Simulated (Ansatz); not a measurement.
Base system: BN in the wurtzite structure (space group P6_3mc, No. 186; a = 2.5545 Å, c = 4.2246 Å).

Computed with PBE (Ansatz, a quantum-chemistry and plane-wave program; PAW; 420 eV plane waves; no SOC).

For the base:

| Item | Result |
|---|---|
| Gap between the host's bands | 5.23 eV |
| Gap character | indirect, Γ → K |

Now apply this change: hole doping at 1.0×10^21 cm⁻³ (0.0239 per cell), with a uniform compensating background at fixed cell and a 300 K Fermi–Dirac width.

Problem. What happens to the gap between the host's bands, Fermi level from band edge and gap character?

Solution. The gap between the host's bands falls by 0.014 eV (5.23 eV → 5.21 eV); the Fermi level relative to the doped band's edge (positive inside the band; to 0.05 eV) comes out as +0.25 eV; the gap character remains indirect, Γ → K.

Carriers are added with a uniform compensating background; total energy and stress of such cells depend on the potential's zero and are not compared; many-body gap narrowing is missing at this level. Whether these cells are dynamically stable was not tested.
